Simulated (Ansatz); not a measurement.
# Worked example: self-consistent single point of GeSb2Te4 (R-3m, 7 atoms in the cell) in Ansatz

Level of theory: PBEsol, default PAW files made with PBE (plane waves; Ansatz, an electronic-structure program).

Input as run:

Ansatz 0.2 input:
```yaml
# Ge(SbTe2)2
crystal:
  lattice:
    - [2.156350, 1.244969, 14.039000]
    - [-2.156350, 1.244969, 14.039000]
    - [0.000000, -2.489939, 14.039000]
  atoms:
    - { symbol: Ge, position: [0.000000, 0.000000, 0.000000] }
    - { symbol: Sb, position: [0.427300, 0.427300, 0.427300] }
    - { symbol: Sb, position: [0.572700, 0.572700, 0.572700] }
    - { symbol: Te, position: [0.132700, 0.132700, 0.132700] }
    - { symbol: Te, position: [0.867300, 0.867300, 0.867300] }
    - { symbol: Te, position: [0.289800, 0.289800, 0.289800] }
    - { symbol: Te, position: [0.710200, 0.710200, 0.710200] }
basis:
  ecutwfc: 30.9 Ry
kpoints:
  mp_grid: { grid: [5, 5, 5] }
hamiltonian:
  xc: pbesol
  pseudopotentials: { kind: paw }
scf:
  occupations: { method: cold, width: 0.02 Ry }
output:
  forces: true
  eigenvalues: true
  stress: true
```

The program printed (abridged):

```
WARN ansatz: RAYON_NUM_THREADS=1 ignored (pool sized by the plan → 1); use --threads N
basis.fft_grid_basis auto: the FFT boxes are laid along the combinations [[1, 0, -1], [0, 1, -1], [0, 0, 1]] of the cell's own vectors, 4.313, 4.313 and 14.258 …
Pseudopotentials: kind: paw
Pseudopotential: Ge, paw, valence charge 14
Pseudopotential: Sb, paw, valence charge 15
Pseudopotential: Te, paw, valence charge 16
Crystal: 7 atoms, lattice volume = 226.134 Å³
Basis set: ecut = 420.4159175005146 eV, 4373 PW (Γ), FFT grids on a1−a3, a2−a3, a3, exchange–correlation on 60×60×192 points (8 copies of the dense FFT grid, shifted against one another)
Bands: 65, of which v1, the nominal top of the filled ones, is band 54 counted from 1 (53 counted from 0)
Symmetry: 12 space group operations
Space group: R-3m (ITA 166), of the structure as read, at distance tolerance 6.1e-5 Å
k-points: 19 of 125
PAW frozen core: Ge, regenerated for the run's functional, and the local potential with it
PAW frozen core: Sb, regenerated for the run's functional, and the local potential with it
PAW frozen core: Te, regenerated for the run's functional, and the local potential with it
Initial density: superposition of atomic densities (neutral atoms: chi_scale 0, normalization atom), corrected by the library's trained network
Initial wavefunctions: pseudopotential atomic-orbital guess
Eigensolver: davidson
Functional: x = pbesol(κ = 0.804, μ = 0.12345679012345678), c = pbesol(β = 0.046)
SCF iter   1: F=—  HF=-44676.260841 eV  |F-HF|=—  |Δ(HF+E_count)|=         —  Δρ=2.06e-3  dr2=6.14e-2  ethr=1.77e-3  ⟨swp⟩=7.3  Hψ=4666  notcnv=0
all-band conjugate gradients solve this SCF's bands
preconditioner: auto → Kerker (q_TF=auto, 2.412 Å⁻¹)
SCF iter   2: F=—  HF=-44676.252032 eV  |F-HF|=—  |Δ(HF+E_count)|=   8.81e-3  S|Δr|=    0.00e0  Δρ=1.25e-3  dr2=2.69e-2  ethr=5.69e-5  ⟨swp⟩=1.8  Hψ=1474  notcnv=0
SCF iter   3: F=—  HF=-44676.250393 eV  |F-HF|=—  |Δ(HF+E_count)|=   1.64e-3  S|Δr|=    0.00e0  Δρ=4.43e-4  dr2=3.05e-3  ethr=2.49e-5  ⟨swp⟩=1.9  Hψ=1655  notcnv=0
SCF iter   4: F=—  HF=-44676.250089 eV  |F-HF|=—  |Δ(HF+E_count)|=   3.04e-4  S|Δr|=    0.00e0  Δρ=1.79e-4  dr2=1.12e-3  ethr=2.83e-6  ⟨swp⟩=2.0  Hψ=1837  notcnv=0
SCF iter   5: F=—  HF=-44676.249992 eV  |F-HF|=—  |Δ(HF+E_count)|=   9.68e-5  S|Δr|=    0.00e0  Δρ=1.02e-4  dr2=7.90e-5  ethr=1.04e-6  ⟨swp⟩=2.0  Hψ=1273  notcnv=0
SCF iter   6: F=—  HF=-44676.249925 eV  |F-HF|=—  |Δ(HF+E_count)|=   6.72e-5  S|Δr|=    0.00e0  Δρ=7.07e-5  dr2=4.31e-5  ethr=7.31e-8  ⟨swp⟩=2.1  Hψ=1674  notcnv=0
SCF iter   7: F=—  HF=-44676.249919 eV  |F-HF|=—  |Δ(HF+E_count)|=   5.87e-6  S|Δr|=    0.00e0  Δρ=2.48e-5  dr2=4.23e-6  ethr=3.99e-8  ⟨swp⟩=2.0  Hψ=1273  notcnv=0
SCF iter   8: F=—  HF=-44676.249920 eV  |F-HF|=—  |Δ(HF+E_count)|=   1.12e-6  S|Δr|=    0.00e0  Δρ=1.13e-5  dr2=4.91e-7  ethr=3.92e-9  ⟨swp⟩=3.0  Hψ=2220  notcnv=0
SCF iter   9: F=-44676.249920 eV  HF=-44676.249920 eV  |F-HF|=1.37e-8  |Δ(HF+E_count)|=   7.41e-8  S|Δr|=    0.00e0  Δρ=4.15e-6  dr2=5.74e-8  ethr=9.26e-11  ⟨swp⟩=11.2  Hψ=5914  notcnv=0
SCF 1 converged in 9 iterations: F = -44676.249920 eV  dr2 = 5.74e-8
SCF converged after 9 iterations
Stability not checked (fill_not_monotonic)
Free energy (F): -44676.249920 eV
Harris-Foulkes:  -44676.249920 eV  (|F-HF|=1.37e-8)
Internal energy: -44676.284928 eV  (E = F + TS)
E sigma→0 (E₀):  -44676.261590 eV
Entropy (-TS):   0.035008 eV (5.001 meV/atom)
Fermi energy:    8.424407 eV
Step filling:    the computed levels leave a gap of 0.3755 eV = 1.4 smearing widths
--- Per-component energies (eV) ---
  E_band       = -1600.785523
  E_kinetic    = 1240.666244
  E_local      = -10950.988008  (includes V_loc(G=0)·N_el)
  E_nonlocal   = -90.870147
  E_hartree    = 5838.660593
  E_xc         = -840.491965
  E_vxc        = -670.369231  (∫ρ·V_xc dr)
  E_paw        = -29308.508400  (= ΣΔE_a)
  E_vpaw       = -2806.525178  (= ΣTr[D̂ρ^β])
  E_aug_tail   = -0.000425  (compensation charges beyond the density's cutoff)
  E_ewald      = -10567.833732
  E_core_change = 3.080911  (= ΣΔE_core)
  E_smearing   = 0.035008  (= −TS)
  E_closure    = -0.000000  (closes the sum)
  Σ components = -44676.249920   (vs F -44676.249920, Δ=0.00e0)
--- Forces (eV/Å), atoms counted from 1 ---
  atom   1  Ge    -0.00000000     0.00000000    -0.00000000
  atom   2  Sb     0.00000000     0.00000001    -0.67731373
  atom   3  Sb    -0.00000000    -0.00000001     0.67731373
  atom   4  Te     0.00000000    -0.00000000     0.16904087
  atom   5  Te     0.00000000     0.00000000    -0.16904087
  atom   6  Te     0.00000000    -0.00000000     0.17253884
  atom   7  Te     0.00000000     0.00000000    -0.17253884
  max |Σ_I F_I| component: 2.31e-18 eV/Å
--- Stress (GPa, compression-positive) ---
       -2.622910       0.000000       0.000000
        0.000000      -2.622910       0.000000
        0.000000       0.000000      -3.594489
  P = ⅓ Tr σ = -2.9468 GPa (-29.468 kbar)
  The stress holds the Pulay correction. Without it, at fixed plane waves, as pw.x and ABINIT print it: P = -2.9741 GPa
--- Band table (eV; the first three rows and the last of 19) ---
  k-point 0: bands = ["-28.5799", "-28.5799", "-28.5791", "-28.5791", "-28.5646", "-28.5646", "-28.5619", "-28.5619", "-28.5567", "-28.5562", "-28.0544", "-28.0542", "-28.0433", "-28.0433", "-28.0429", "-28.0429", "-28.0076", "-28.0076", "-28.0076", [...]
  k-point 1: bands = ["-28.5798", "-28.5794", "-28.5791", "-28.5785", "-28.5649", "-28.5647", "-28.5623", "-28.5618", "-28.5564", "-28.5559", "-28.0542", "-28.0540", "-28.0435", "-28.0434", "-28.0431", "-28.0430", "-28.0076", "-28.0076", "-28.0071", [...]
  k-point 2: bands = ["-28.5797", "-28.5789", "-28.5787", "-28.5775", "-28.5652", "-28.5649", "-28.5628", "-28.5616", "-28.5557", "-28.5555", "-28.0537", "-28.0536", "-28.0437", "-28.0435", "-28.0434", "-28.0430", "-28.0076", "-28.0075", "-28.0063", [...]
  k-point 18: bands = ["-28.5798", "-28.5794", "-28.5791", "-28.5785", "-28.5649", "-28.5647", "-28.5623", "-28.5618", "-28.5564", "-28.5559", "-28.0542", "-28.0540", "-28.0434", "-28.0434", "-28.0431", "-28.0430", "-28.0076", "-28.0076", [...]
```

The run converged in 9 iterations.

The starting cell was generated: these elements placed on a structure prototype, without a prior relaxation; it need not be a known phase or ordering of this composition. Its lattice was rescaled by a random factor within 2.5 % of one. Spin-orbit coupling is off. Ansatz's pressure includes its estimate of the finite-basis (Pulay) stress. A gap is left out here, as mesh or smearing make it unsure.
